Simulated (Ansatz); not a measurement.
**Parameter sweep on Tc (P6_3/mmc, 4 atoms in the cell)**

```yaml
crystal:
  lattice:
    - [2.72813, 0.00000, 0.00000]
    - [-1.36406, 2.36263, 0.00000]
    - [0.00000, 0.00000, 8.73372]
  atoms:
    - { symbol: Tc, position: [0.00000, 0.00000, 0.00000] }
    - { symbol: Tc, position: [0.00000, 0.00000, 0.50000] }
    - { symbol: Tc, position: [0.33333, 0.66667, 0.25000] }
    - { symbol: Tc, position: [0.66667, 0.33333, 0.75000] }
```

Base run A: PBE in Ansatz (a program for electronic structure), self-consistent single point.

Its settings: kpoints.mp_grid.grid = 11 11 3; hamiltonian.xc = pbe; hamiltonian.pseudopotentials = {kind: paw} (the program's default PAW files); scf.occupations.method = methfessel_paxton; scf.occupations.width = 0.1 eV.

The starting cell comes from a database of computed structures (which also holds hypothetical and non-ambient phases and stackings), without a prior relaxation at this level. Its lattice was rescaled by a random factor within 2.5 % of one. Spin polarisation is off. In the base run, with a pressure of about 8 GPa the cell is away from its equilibrium volume at this level. Ansatz's pressure includes its estimate of the finite-basis (Pulay) stress.

Absolute energies have different zeros for different potentials, functionals, Hubbard and dispersion terms and are not compared across them.

Runs:
- B: hamiltonian.xc: pbe → lda [LDA (PW92)]
- C: hamiltonian.xc: pbe → pbesol [PBEsol]
- D: hamiltonian.xc: pbe → rpbe [RPBE]
- E: hamiltonian.xc: pbe → revpbe [revPBE]
- F: hamiltonian.xc: pbe → blyp [BLYP]
- G: hamiltonian.xc: pbe → r2scan [r2SCAN]

| run | pressure (GPa) |
|---|---|
| A | 8.42 |
| B | -6.80 |
| C | (withheld) |
| D | 12.39 |
| E | (withheld) |
| F | 21.32 |
| G | (withheld) |

**Question.** Fill in the missing entries.

**Answer.** 
- C, pressure (GPa): -1.34
- E, pressure (GPa): 11.26
- G, pressure (GPa): 3.26

Keys are those of Ansatz 0.2.
